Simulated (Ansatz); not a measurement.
Functionals compared on a constructed model of the (000-1) surface of 4H silicon carbide, C-terminated, (√3x√3)R30° In adatom at T4 (bottom of the slab: 3 H on 3 bottom sites), in Ansatz (plane waves, PAW). The structure was relaxed with PBE; the other rows are single points on it. Cutoff 420 eV (500 eV for r2SCAN).

Slab: 28 atoms, 11.7 Å thick at the start with caps and adatoms (thin: gaps and levels are the slab's own); k 6x6x1, smearing 0.025 eV, dipole-corrected; 6 atoms held, the rest relaxed; symmetry of the start imposed; no spin, no spin-orbit, no U. In PBE it lies 0.12 eV a 1x1 cell over the lowest computed structure of the same composition ((√3x√3)R30° In adatom at H3). These notes are the PBE run's.

```json
[
 {"functional": "PBE", "gap of the slab on its k-mesh (eV)": "0.45", "highest filled level below the top vacuum level (eV)": "4.06", "rough cost of the single point": "–"},
 {"functional": "r2SCAN", "gap of the slab on its k-mesh (eV)": "0.55", "highest filled level below the top vacuum level (eV)": "4.23", "rough cost of the single point": "around 40 core-seconds (rough)"}
]
```

Ansatz is an electronic-structure program.
